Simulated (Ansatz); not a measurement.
Base system: Ge in the diamond structure (space group Fd-3m, No. 227; a = 5.676 Å). Axes: x, y, z lie along the cube axes.

The values are results of PBEsol (Ansatz, an electronic-structure program, PAW, no SOC), not measurements.

Base values:

```
Property                        Result
-----------------------------  -------
Pressure                       0.0 GPa
Shortest interatomic distance  2.458 Å
Band gap                          zero
```

Modification: the cell is stretched by 4.94 % along x with no lateral relaxation, atoms relaxed at fixed cell.

### Question
Predict the new pressure.

### Answer
The pressure (mean of the normal stresses, compression positive) goes from zero to -2.9 GPa.

### Question
What does the calculation give for the energy relative to the base after the change?

### Answer
The energy grows by 19 meV/atom.

### Question
How does this affect the shortest interatomic distance?

### Answer
The shortest interatomic distance increases by 0.041 Å (2.458 Å → 2.499 Å).

### Question
Predict the new band gap.

### Answer
The band gap stays zero.

The cells carry an imposed strain or load. Whether these cells are dynamically stable was not tested. A zero or small gap of Ge can be the functional's error rather than a property of the material.
